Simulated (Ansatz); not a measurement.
The starting structures come from a database of crystals and need not be the phases stable at ambient conditions.

The decay constant κ of evanescent states in the gap governs leakage through a thin film.

Input:

```xyz
12
Lattice="3.4478 0.0000 0.0000 0.0000 7.6661 0.0000 0.0000 0.0000 5.4258" Properties=species:S:1:pos:R:3 pbc="T T T"
Zr     2.5858     6.3662     0.7810
Zr     0.8619     1.2999     4.6448
Zr     0.8619     5.1330     3.4940
Zr     2.5858     2.5331     1.9319
O      2.5858     0.8431     0.5884
O      0.8619     6.8230     4.8374
O      0.8619     2.9899     3.3014
O      2.5858     4.6762     2.1245
O      0.8619     2.7340     0.7105
O      2.5858     4.9321     4.7153
O      2.5858     1.0990     3.4234
O      0.8619     6.5671     2.0024
```

Space group of this cell: Pnma. The cell is taken as given.

Transport runs along the normal of the first two printed cell vectors.

The gap is the functional's own. No spin-orbit coupling. Mid-gap values are interpolated on the energy grid.

Question: Estimate the band gap and the smallest decay constant κ at mid-gap that Ansatz (a program for electronic structure) with r2SCAN returns for this system.

Answer: Gap 4.68 eV on a 10×4×6 mesh; κ = 0.485 1/Å, at the zone centre.
